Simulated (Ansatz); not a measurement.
# How the width of the whole s-p valence band of wurtzite BN (high-pressure phase) moves with the method

No measured value is used here.

| level (code) | value (eV) | cell (Å³/atom) |
|---|---|---|
| PBE (Ansatz) | 20.52 | 5.85 |
| rVV10 (Ansatz) | 20.03 | 6.04 |
| r²SCAN (Ansatz) | 21.58 | 5.85 |
| r²SCANh (Ansatz) | ? | 5.86 |
| Hartree–Fock (Ansatz) | 27.69 | 5.85 |

### Question
What belongs in the gaps?

### Answer

- r²SCANh (Ansatz, a quantum-chemistry and plane-wave program), value (eV): 22.18

Widths are read from band energies on the run's k points.  Values are at the measured cell; rVV10 at the level's own equilibrium cell; r²SCANh at the level's own equilibrium cell. Cutoffs and k meshes differ between the levels. Ansatz's density-functional and Hartree–Fock values are scalar-relativistic unless marked +SOC, with PAW data made under PBE.
